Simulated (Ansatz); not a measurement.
The starting structures come from a database of crystals and need not be the phases stable at ambient conditions.

 Where the default PAW files enter, the runs use the earlier of Ansatz's two default sets.

Given:

```
InP
1.0
    4.16811     0.00000     0.00000
    0.00000     6.83999     0.00000
    2.08406     0.00000     3.60969
In P
2 2
Cartesian
  4.16811   3.41863   2.40646
  2.08405   6.83862   1.20323
  4.16811   0.85637   2.40646
  2.08405   4.27636   1.20323
```

Space group of this cell: P6_3mc, wurtzite. The cell is taken as given.

Calculation: r2SCAN (plane waves, PAW; Ansatz, an electronic-structure program).

The current runs along the normal of the first two printed vectors; no spin-orbit coupling. Scaled by the factor s: both lengths across the current (ions clamped). Meshes 8×6×8 and 8×6 across the current in all rows.

```json
[
 {"s": "0.98", "mean pressure (GPa)": "3.2", "band gap (eV)": "1.33"},
 {"s": "1.00", "mean pressure (GPa)": "0.1", "band gap (eV)": "1.10"},
 {"s": "1.02", "mean pressure (GPa)": "-2.3", "band gap (eV)": "?"}
]
```

Take the slope of the band gap against ln s from the two given rows, extrapolate to s = 1.02, and say what the run there gives.

Slope = (1.33 − 1.10) / ln 0.98 = -11.4 eV. The line gives 1.10 + (-11.4) × ln 1.02 = 0.87 eV. The run gives 0.81 eV, 0.06 eV under the line, 29 % of the predicted step.
